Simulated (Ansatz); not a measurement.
## LiF (model structure, started from the CsCl type, Pm-3m, No. 221, 2 atoms in the cell)

These are PBE0 in Ansatz (plane waves, PAW) values and carry that method's errors.

Numerical settings: plane-wave cutoff 460 eV, 10×10×10 k mesh, Fermi–Dirac smearing 0.01 eV, scalar-relativistic PAW data made under PBE.

Cell (relaxed with PBEsol):

Space group Pm-3m (No. 221); a = b = c = 2.523 Å, α = β = γ = 90.00°

| atom | site | symmetry | x | y | z |
|---|---|---|---|---|---|
| Li | 1a | m-3m | 0.0000 | 0.0000 | 0.0000 |
| F | 1b | m-3m | 0.5000 | 0.5000 | 0.5000 |

```json
{
  "band_gap": "10.85 eV (on the SCF k mesh) (indirect)",
  "smallest_direct_gap_on_the_k_points_sampled": "11.60 eV"
}
```

Note: the relaxation could raise the start's symmetry but not lower it, so the cell can be a saddle point.

The computed numbers hold no vibrational or temperature effects.

A model structure was made by putting elements into a prototype or built by hand; it is no filed structure, need not be a known phase, and can be a saddle point held by its symmetry.

Ansatz is a first-principles code.
